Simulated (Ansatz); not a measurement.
Results of r²SCAN-D4 (Ansatz, a program for electronic structure, plane waves, PAW) for L1₂ (Cu3Au-type) Pt3Ti.

Numerical settings: plane-wave cutoff 560 eV, 14×14×14 k mesh, Fermi–Dirac smearing 0.05 eV, no spin polarisation, scalar-relativistic PAW data made under PBE.

Cell (relaxed at this level):

```
CELL_PARAMETERS angstrom
      3.91150     0.00000     0.00000
      0.00000     3.91150     0.00000
      0.00000     0.00000     3.91150
ATOMIC_POSITIONS crystal
  Ti 0.00000 0.00000 0.00000
  Pt 0.00000 0.50000 0.50000
  Pt 0.50000 0.00000 0.50000
  Pt 0.50000 0.50000 0.00000
```

Question: What does this level give for the bulk modulus and pressure derivative B′ of the bulk modulus?

Answer: 
* **bulk modulus**: 264 GPa
* **pressure derivative B′ of the bulk modulus**: 5.0

The run finds no gap.

Spin–orbit coupling is not included.

Computing time: roughly 5 core-minutes.
